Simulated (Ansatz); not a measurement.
MgCO3 (R-3c, No. 167) was calculated with LDA in Ansatz (PAW).

Run with plane-wave cutoff 520 eV, 10×10×10 k mesh, scalar-relativistic PAW data made under PBE.

Computed at the level's own relaxed cell.

Hill averages of the elastic tensor: K = 125.5 GPa, G = 73.0 GPa. Volume 8.906 Å³/atom, mean atomic mass 16.863 u.

### Question
Work out the density, the sound velocities of a polycrystal and the elastic Debye temperature at this level.

### Answer
ρ = 1.66054 × 16.863/8.906 = 3.144 g/cm³. v_l = √[(K + 4G/3)/ρ] = 8.419 km/s and v_t = √(G/ρ) = 4.819 km/s. The mean follows from 3/v_m³ = 1/v_l³ + 2/v_t³: v_m = 5.354 km/s. Θ_D = (ħ/k_B) v_m (6π²/V)^(1/3) = 76.38 K Å s/km × 5.354 × 1.8804 Å⁻¹ = 769 K, counting all atoms of the cell.

Ansatz is an electronic-structure program.
